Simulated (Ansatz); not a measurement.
Base system: TaN in the rock salt structure (space group Fm-3m, No. 225; a = 4.3760 Å; relaxed with 0.1 eV smearing). Axes: x, y, z lie along the cube axes.

Calculations: PBEsol in Ansatz (plane waves to 420 eV, PAW, no SOC).

Base values:

The band gap comes out as zero.

The change: a pure shear with ε_xz = ε_zx = -0.0386, atoms relaxed at fixed cell.

### Question
Predict the new energy relative to the base.

### Answer
The energy rises by 13 meV/atom.

### Question
Estimate the effect on the stress.

### Answer
The stress (xx, yy, zz, yz, xz, xy; compression positive) is (1.6, -0.9, 1.6, 0.0, 5.0, 0.0) GPa.

### Question
How does this affect the band gap?

### Answer
The band gap remains zero.

The cells carry an imposed strain or load. Stability against distortions was not tested. The final runs are not spin-polarised. This is not the structure that TaN has at room temperature and ambient pressure.

Ansatz is an electronic-structure program.
